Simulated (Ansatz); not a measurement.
Consider Pt in the fcc (Cu type) structure (space group Fm-3m, No. 225; relaxed with 0.1 eV smearing).

```
Pt
1.0
    0.00000     1.95989     1.95989
    1.95989     0.00000     1.95989
    1.95989     1.95989     0.00000
Pt
1
Cartesian
  0.00000   0.00000   0.00000
```

Computed with PBEsol in Ansatz (plane waves to 420 eV, PAW, spin-orbit coupling left out).

Before the change:

| Item | Result |
|---|---|
| Pressure | 0.0 GPa |
| Band gap | zero |

One thing is altered: an isotropic linear strain of +2.00 %; the atoms relax in the strained cell.

### Question
Predict the new energy relative to the base.

### Answer
The energy rises by 44 meV/atom.

### Question
Estimate the effect on the pressure.

### Answer
The pressure goes from zero to -14.4 GPa.

### Question
How does this affect the band gap?

### Answer
The band gap stays zero.

Stability against distortions was not tested. The final runs are not spin-polarised. Pt lies near a magnetic instability that expansion can trigger; it was not tested.

Ansatz is an electronic-structure program.
